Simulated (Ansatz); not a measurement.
## GaAs: pressure series

The reference is GaAs in the zinc blende structure (space group F-43m, No. 216; a = 5.667 Å).

Cell and atoms are relaxed at each pressure.

Method: r2SCAN (Ansatz, an electronic-structure program, PAW, spin-orbit coupling left out).

```json
[
 {"case": "base", "band gap": "0.96 eV", "width of the top valence band": "3.40 eV", "lattice parameter a": "566.7 pm"},
 {"case": "pressure −2 GPa", "band gap": "0.73 eV", "width of the top valence band": "3.26 eV", "lattice parameter a": "572.3 pm"},
 {"case": "pressure −1 GPa", "band gap": "0.85 eV", "width of the top valence band": "3.33 eV", "lattice parameter a": "569.4 pm"},
 {"case": "pressure 1.8 GPa", "band gap": "1.15 eV", "width of the top valence band": "3.51 eV", "lattice parameter a": "562.2 pm"},
 {"case": "pressure 4.2 GPa", "band gap": "1.38 eV", "width of the top valence band": "3.65 eV", "lattice parameter a": "557.0 pm"},
 {"case": "pressure 9 GPa", "band gap": "1.56 eV", "width of the top valence band": "3.90 eV", "lattice parameter a": "548.2 pm"},
 {"case": "pressure 18 GPa", "band gap": "(withheld)", "width of the top valence band": "(withheld)", "lattice parameter a": "(withheld)"},
 {"case": "pressure 30 GPa", "band gap": "1.23 eV", "width of the top valence band": "4.75 eV", "lattice parameter a": "522.9 pm"},
 {"case": "pressure 45 GPa", "band gap": "1.03 eV", "width of the top valence band": "5.22 eV", "lattice parameter a": "510.9 pm"},
 {"case": "pressure 60 GPa", "band gap": "0.85 eV", "width of the top valence band": "5.63 eV", "lattice parameter a": "501.4 pm"}
]
```

Fill in the withheld entries from the trend.


- pressure 18 GPa, band gap: 1.41 eV
- pressure 18 GPa, width of the top valence band: 4.30 eV
- pressure 18 GPa, lattice parameter a: 535.5 pm

Load acts through the strain it causes; cell and atoms are relaxed under it. No phonon test of stability was made. Measured, GaAs leaves this structure (for a Cmcm phase) near 15 GPa (room temperature; as listed in arXiv:1906.07825).
